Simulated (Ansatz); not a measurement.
The parent structure is InAs in the zinc blende structure (space group F-43m, No. 216; a = 6.186 Å).

Structures relaxed with PBE (Ansatz, an electronic-structure program; PAW; 420 eV plane waves; no spin-orbit coupling).

Base:

Simulated powder pattern, Cu Kα1, λ = 1.54056 Å (kinematic, ideal powder, no thermal factors, no anomalous dispersion; the 10 strongest lines at most, above 2 %, up to 2θ = 90°):

| 2θ (°) | I/Imax (%) | hkl |
|---|---|---|
| 24.91 | 100 | (111) |
| 28.84 | 4.1 | (200) |
| 41.24 | 75 | (220) |
| 48.78 | 47 | (311) |
| 59.74 | 12 | (400) |
| 65.74 | 19 | (331) |
| 75.18 | 24 | (422) |
| 80.63 | 14 | (511) |
| 89.55 | 8.0 | (440) |

After one change:

Simulated powder pattern, Cu Kα1, λ = 1.54056 Å (kinematic, ideal powder, no thermal factors, no anomalous dispersion; the 10 strongest lines at most, above 2 %, up to 2θ = 90°):

```
2θ (°)  I/Imax (%)
------  ----------
25.43          100
29.44          4.1
42.12           74
49.84           47
61.09           12
67.26           18
76.99           24
82.63           14
```

**Question.** Name the change that was made.
(A) isotropic strain −1.00 %
(B) isotropic strain +2.50 %
(C) isotropic strain −2.00 %
(D) isotropic strain −3.00 %

**Answer.** C, isotropic strain −2.00 %. Its volume per atom is 27.85 Å³ against 29.59 Å³, and its space group is F-43m (No. 216).

No phonon test of stability was made. All final runs are without spin polarisation.
